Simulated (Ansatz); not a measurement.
Pressure series in Be

Start from Be in the hcp (Mg type) structure (space group P6_3/mmc, No. 194; a = 2.264 Å, c = 3.564 Å).

Cell and atoms are relaxed at each pressure.

The values are results of Ansatz (a program for electronic structure), r2SCAN, PAW, cutoff 500 eV, no SOC, not measurements.

| pressure (GPa) | volume per atom (Å³/atom) |
|---|---|
| -2 | 8.039 |
| -1 | 7.972 |
| 0 | 7.908 |
| 0.9 | 7.851 |
| 2.1 | ? |
| 4.5 | 7.642 |
| 9 | 7.410 |
| 15 | 7.141 |
| 22.5 | 6.854 |

Question: Fit the third-order Birch–Murnaghan form P(V) = (3B₀/2)[(V₀/V)^(7/3) − (V₀/V)^(5/3)]·[1 + (3/4)(B₀′ − 4)((V₀/V)^(2/3) − 1)] (squares taken in P) to the rows shown and predict the withheld row.

Answer: Least squares on the printed values gives V₀ = 7.907 Å³/atom, B₀ = 124 GPa, B₀′ = 3.3; this predicts 7.779 Å³/atom, and the run gives 7.779 Å³/atom, in agreement.

Load acts through the strain it causes; cell and atoms are relaxed under it. Stability against distortions was not tested. No other phases were tried under pressure.
